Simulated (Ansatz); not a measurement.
## Effect of tensor shear ε_yz = −0.60 % on Pd

The parent structure is Pd in the fcc (Cu type) structure (space group Fm-3m, No. 225; a = 3.8775 Å; relaxed with 0.1 eV smearing). Axes: x, y, z lie along the cube axes.

Modification: tensor shear ε_yz = −0.60 % (engineering shear γ = -0.0120); the atoms relax in the strained cell.

Level of theory: plane-wave PAW DFT at the PBEsol level (Ansatz, a first-principles code, 420 eV), without spin-orbit coupling, earlier PAW set. k-mesh 29×29×29 (Γ-centred); smearing 0.1 eV (Fermi–Dirac).

| quantity | base | changed | shift |
|---|---|---|---|
| energy relative to the base (free energy F) | 0 meV/atom | +0.6 meV/atom | +0.6 meV/atom |
| pressure (mean of the normal stresses, compression positive) | 0.0 GPa | 0.0 GPa | 0.0 GPa |
| band gap | zero | zero | – |
| stress (xx, yy, zz, yz, xz, xy; compression positive) | – | (0.0, 0.0, 0.0, 1.0, 0.0, 0.0) GPa | – |

Final structure:

```xyz
1
Lattice="0.0000 1.9271 1.9271 1.9388 -0.0116 1.9388 1.9388 1.9388 -0.0116" Properties=species:S:1:pos:R:3 pbc="T T T"
Pd     0.0000     0.0000     0.0000
```

No phonon test of stability was made. The final runs are not spin-polarised.
